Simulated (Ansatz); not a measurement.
## Point defects in NiSi

Take an 8-atom supercell of NiSi (space group Pnma, No. 62; a = 5.1046 Å, b = 3.3601 Å, c = 5.5039 Å; non-magnetic) at its relaxed geometry as the base.

One neutral defect a cell, atoms relaxed at fixed cell.

Method: PBEsol (Ansatz, a quantum-chemistry and plane-wave program; PAW; 420 eV plane waves; no SOC).

| variant | largest displacement of a host atom from its site in the perfect cell | pressure |
|---|---|---|
| perfect supercell | – | 0.0 GPa |
| Si vacancy, symmetric start | 0.13 Å | -8.3 GPa |
| C on a Si site | ? | ? |
| Ni on a Si site (antisite), symmetric start | 0.27 Å | -3.2 GPa |

Complete the table.


- C on a Si site, largest displacement of a host atom from its site in the perfect cell: 0.19 Å
- C on a Si site, pressure: -7.8 GPa

Other magnetic orders, which the real material may have, were not ruled out. In so small a cell the defect repeats every few ångströms: this is an ordered compound, not a dilute defect. Defects with a symmetric start kept the site's symmetry and may sit on a saddle; the others started slightly shaken. Starting moments died away, wholly or in part, for Si vacancy, the base, C on a Si site and Ni on a Si site (antisite); another magnetic solution may exist. Spin-polarised in the final run: Si vacancy, C on a Si site and Ni on a Si site (antisite); the other runs are not.
